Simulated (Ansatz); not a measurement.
## WO3 (Cmcm, No. 63, 8 atoms in the cell; start mp-2383052; a measured phase of this formula has another space group)

Calculation: LDA (PAW; Ansatz, a first-principles code).

Run with plane-wave cutoff 520 eV, 10×10×6 k mesh (along the axes of the cell as run), Fermi–Dirac smearing 0.01 eV, no spin polarisation, scalar-relativistic PAW data made under PBE.

Cell (relaxed at this level):

```cif
data_O12W4
_chemical_formula_sum 'W4 O12'
_space_group_name_H-M_alt 'Cmcm'
_space_group_IT_number 63
_space_group_name_Hall '-C 2c 2'
_cell_length_a 5.40420
_cell_length_b 5.41629
_cell_length_c 7.42480
_cell_angle_alpha 90.000
_cell_angle_beta 90.000
_cell_angle_gamma 90.000
loop_
_atom_site_label
_atom_site_type_symbol
_atom_site_symmetry_multiplicity
_atom_site_Wyckoff_symbol
_atom_site_fract_x
_atom_site_fract_y
_atom_site_fract_z
_atom_site_occupancy
W1 W 4 c 0.00000 0.55665 0.25000 1
O1 O 4 b 0.00000 0.50000 0.00000 1
O2 O 8 g 0.25030 0.27033 0.25000 1
```
(The calculation used a cell of 8 atoms; values per cell refer to that cell.)

```json
{
  "band_gap": "1.24 eV (on the SCF k mesh)",
  "direct gap at Γ": "2.30 eV",
  "bulk_modulus": "189 GPa"
}
```

Note: the relaxation could not lower the start's symmetry, so the cell can be a saddle point above a distorted one; the bulk modulus is −V dP/dV from two relaxed cells at ±2 % in volume.

Spin–orbit coupling is not included.

The result took about 9 core-minutes (a rough figure).

A start named mp-… is a Materials Project structure, which need not be a measured phase.
